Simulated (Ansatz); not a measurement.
**SiC under a change: biaxial strain −1.66 %, plane normal [001], relaxed out of plane**

The parent structure is SiC (space group P6_3mc, No. 186; a = 3.078 Å, c = 10.076 Å). Axes: x lies along a and z along c of the hexagonal cell.

One thing is altered: compressive biaxial strain of 1.66 % in the plane normal to [001], as in epitaxy on a mismatched substrate; the out-of-plane cell vector and the atoms relax.

All numbers come from Kohn–Sham DFT with the r2SCAN functional, run in Ansatz (a quantum-chemistry and plane-wave program) with PAW and 500 eV plane waves, scalar-relativistic without spin-orbit coupling. Settings: 12×12×4 k-points, 0.05 eV Fermi–Dirac smearing.

```csv
quantity,base,changed,shift
volume per atom,10.33 Å³,10.02 Å³,-0.31 Å³
space group,P6_3mc (No. 186),P6_3mc (No. 186),–
shortest interatomic distance,3.559 bohr,3.514 bohr,-0.0444 bohr
"pressure (mean of the normal stresses, compression positive)",0.00 GPa,7.44 GPa,+7.432 GPa
band gap,2.60 eV,2.47 eV,-0.13 eV
gap character,"indirect, Γ → M","indirect, Γ → M",–
smallest direct gap,3.78 eV,3.72 eV,-0.06 eV
width of the top valence band,2.55 eV,2.75 eV,+0.20 eV
electron mass,–,"0.50 mₑ along k, 0.29 mₑ across (at M)",–
"valence-band top at Γ (three highest levels, from the VBM)","0.00, 0.00, -0.05 eV","0.00, 0.00, -0.27 eV",–
out-of-plane strain,–,+0.31 %,–
ratio −ε⊥/ε∥,–,0.19,–
mean in-plane stress (compression positive),–,+11.1 GPa,–
```

Cost of the whole job for the changed cell (relaxation, final SCF and bands): about 2.1 core-minutes (a rough figure).

Masses are band curvatures over ±0.01 Å⁻¹ around the edge. Along k means along the line from Γ to the band edge. Whether these cells are dynamically stable was not tested.
